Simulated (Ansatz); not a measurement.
The (111) surface of tetragonal indium in its 1x1 cell, outermost plane spacing 1.06 Å in the ideal cut

Level of theory: PBE (plane waves to 420 eV, PAW; Ansatz, an electronic-structure program).

Model: 10-atom slab, 9.6 Å thick at the start (thin: gaps and levels are the slab's own), 9x7x1 mesh, Fermi-Dirac 0.1 eV, dipole correction, all atoms relaxed; held to the part of the start's symmetry that mesh and held atoms allow; no spin, no spin-orbit, no U.

* **work function of the top face**: 3.84 eV
* **energy released by relaxation**: 0.12 eV
* **cost**: roughly 12 core-minutes
